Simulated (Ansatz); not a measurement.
# ZrO2 under a change: x(C) = 0.25, 6 atoms, P-4m2

The parent structure is ZrO2 in the fluorite structure (space group Fm-3m, No. 225; a = 5.064 Å).

The other end (x = 1) is ZrC$_{2}$ in the fluorite structure (space group Fm-3m, No. 225; a hypothetical phase, not in the database extracts checked): 12.36 Å³/atom, gap zero; this end may not be an ambient phase.

It is then changed as follows: C replaces 25.0 % of the O, ordered in a cell of 6 atoms (starting symmetry P-4m2) and fully relaxed.

The values are results of PBEsol/PAW in Ansatz (an electronic-structure program), no SOC, not measurements. Γ-centred 13×13×9 mesh, Fermi–Dirac width 0.05 eV, for the changed cell.

The density drops by 0.43 g/cm³, from 6.30 g/cm³ to 5.87 g/cm³ and the shortest interatomic distance falls by 0.015 Å, from 2.193 Å to 2.178 Å. The band gap changes from 3.33 eV to zero and the mixing energy comes out as +0.30 eV/atom (to 0.01 eV only: unlike meshes or grids) (against an end that may be hypothetical). The deviation of the volume from the linear (Vegard-type) interpolation is +2.0 %.

Each cell is one ordered arrangement of few atoms, which overstates ordering effects compared with a random alloy. Whether these cells are dynamically stable was not tested. All final runs are without spin polarisation. ZrC2 has a high density of states at the Fermi level and may be magnetic at this level. This is not the structure that ZrO2 has at room temperature and ambient pressure.
